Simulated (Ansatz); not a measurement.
**Zr3N4 (model structure, started from the spinel Zr type, Fd-3m, No. 227, 14 atoms in the cell): band gap by level of theory**

No measured value is used here.

| level (code) | value (eV) |
|---|---|
| LDA (Ansatz) | 0.47 |
| PBEsol+SOC (Ansatz) | 0.50 (indirect) |
| HSE06 (Ansatz) | 1.56 |

Computed values are for a static lattice. Levels without +SOC have no spin–orbit coupling; where heavier elements are present it shifts gaps, mostly down, and can invert bands.  PBEsol+SOC: the gap is read on the k mesh or supercell of the run alone and can be too large. Values are at the PBEsol cell. Cutoffs and k meshes differ between the levels. Ansatz's density-functional and Hartree–Fock values are scalar-relativistic unless marked +SOC, with PAW data made under PBE.

A model structure was made by putting elements into a prototype or built by hand; it is no filed structure, need not be a known phase, and can be a saddle point held by its symmetry.

Ansatz is a first-principles code.
